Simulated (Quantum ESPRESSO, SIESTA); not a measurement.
**Equation of state of fluorite-structure PbF2 (space group 225): energy against volume (SIESTA, LDA)**

```yaml
crystal:
  lattice:
    - [0.00000, 2.85449, 2.85449]
    - [2.85449, 0.00000, 2.85449]
    - [2.85449, 2.85449, 0.00000]
  atoms:
    - { symbol: Pb, position: [0.00000, 0.00000, 0.00000] }
    - { symbol: F, position: [0.25000, 0.25000, 0.25000] }
    - { symbol: F, position: [0.75000, 0.75000, 0.75000] }
```

Method: SIESTA with LDA PW92, numerical atomic orbitals TZP, PseudoDojo LDA standard norm-conserving potentials (rewritten from UPF to PSML). Settings: XC.functional = LDA; XC.authors = PW92; potentials = PseudoDojo LDA standard; PAO.BasisSize = TZP; PAO.EnergyShift = 0.005 Ry; MeshCutoff = 390 Ry; kgrid.MonkhorstPack = 10 10 10; OccupationFunction = FD; ElectronicTemperature = 0.01 eV; MaxSCFIterations = 150; SCF.Mixer.Method = Pulay; SCF.Mixer.Weight = 0.25; SCF.Mixer.History = 8; SCF.DM.Tolerance = 1.0E-05. The cell above is the first row's. The rows scale it uniformly. In all rows fractional positions and the k mesh are held. E is the free energy at the stated smearing, counted from the lowest row.

| V (Å^3/atom) | E (meV/atom) |
|---|---|
| 15.506 | 12.86 |
| 15.843 | 4.07 |
| 16.180 | 0.00 |
| 16.517 | 0.22 |
| 16.854 | 4.14 |
| 17.191 | 11.41 |
| 17.528 | 21.75 |
| 17.865 | 34.80 |
| 18.202 | ? |

Taking the third-order Birch-Murnaghan form, a cubic in V^(-2/3) for E over the 8 complete rows: With u = V^(-2/3) - 0.153, the rows have u = 0.007818, 0.005529, 0.003320, 0.001186, -0.000876, -0.002871, -0.004801, -0.006671. Least squares gives E = 2.000 - 2043.60·u + 434389·u² + 584213·u³. Residuals (row less fit): 0.007, -0.009, -0.025, 0.032, 0.017, -0.024, -0.009, 0.009; standard error 0.026 (degrees of freedom: 4). Its minimum lies at u = 0.002341, so V0 = (0.155341)^(-3/2) = 16.33. There d²E/du² = 877000 and d³E/du³ = 3505000, so B0 = (4/9) × 16.33^(-7/3) × 877000 × 0.160218 = 92.3 GPa (the last factor turns the table's units into GPa), and B0' = 4 + (2/3) × 0.155341 × (3505000)/877000 = 4.4. The program's pressures in the fitted runs (not shown) pass through zero at V = 16.33, 0.01 % from this V0.

Question: Predict the withheld E at V = 18.202 from the fit, and compare with the calculation.

Answer: u = -0.008482, so E = 2.000 - 2043.60 × (-0.008482) + 434389 × (-0.008482)² + 584213 × (-0.008482)³ = 50.229 meV/atom. The calculation gives 50.35 meV/atom, 0.121 meV/atom above the prediction (0.2 % of the range of E in the table). The row lies outside the fitted rows, so this is an extrapolation. From the scatter of the fitted rows alone, a prediction at this place has a standard error of 0.064 meV/atom, so the miss is 1.9 times that.

Carrying the step between the two nearest rows on in a straight line would have given 47.85, off by 2.50; series whose last step already gives the withheld value aren't shown. The scan was laid around a cell of about the measured size, scaled by a guess for this functional. This is the high-temperature polymorph. The runs keep the symmetry of the cell, so they don't test it for distortions. A plane-wave scan with the same functional (Quantum ESPRESSO, GBRV) gives V0 = 16.32 Å^3/atom and B0 = 87.8 GPa; a Birch-Murnaghan fit to all rows here lies 0.1 % from it in V0 and 5 % in B0; the two differ in basis, and may differ in potentials and mesh. Values carry the incompleteness of an atom-centred basis. Spin-orbit coupling is off. Cutoffs and mesh are single choices, not tested for convergence of this quantity. Series with a scatter that would blur these digits, or in which a gap closes, are not shown. Nor are scans whose minimum lies at an end fitted in this form.
